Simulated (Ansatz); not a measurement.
We consider LuBeNO (model structure, started from the LaZnOP type, P4/nmm, No. 129, 8 atoms in the cell), described by PBEsol in Ansatz (plane waves, PAW).

Settings: plane-wave cutoff 520 eV, 10×10×4 k mesh (along the axes of the cell as run), Fermi–Dirac smearing 0.01 eV, scalar-relativistic PAW data made under PBE.

Cell (relaxed at this level):

```
BeLuNO
1.0
    3.43621     0.00000     0.00000
    0.00000     3.43621     0.00000
    0.00000     0.00000     7.01222
Lu Be N O
2 2 2 2
Direct
  0.00000   0.50000   0.82773
  0.50000   0.00000   0.17227
  0.00000   0.00000   0.50000
  0.50000   0.50000   0.50000
  0.50000   0.00000   0.59752
  0.00000   0.50000   0.40248
  0.50000   0.50000   0.00000
  0.00000   0.00000   0.00000
```

Q: Estimate the band gap, smallest direct gap on the k points sampled and Γ–Γ gap that the calculation returns.

A: 
- band gap = 3.49 eV
- smallest direct gap on the k points sampled = 3.71 eV
- Γ–Γ gap = 3.76 eV

Note: the relaxation could raise the start's symmetry but not lower it, so the cell can be a saddle point.

Spin–orbit coupling is not included.

Computed values are for the static lattice.

A model structure was made by putting elements into a prototype or built by hand; it is no filed structure, need not be a known phase, and can be a saddle point held by its symmetry.

Ansatz is a first-principles code.
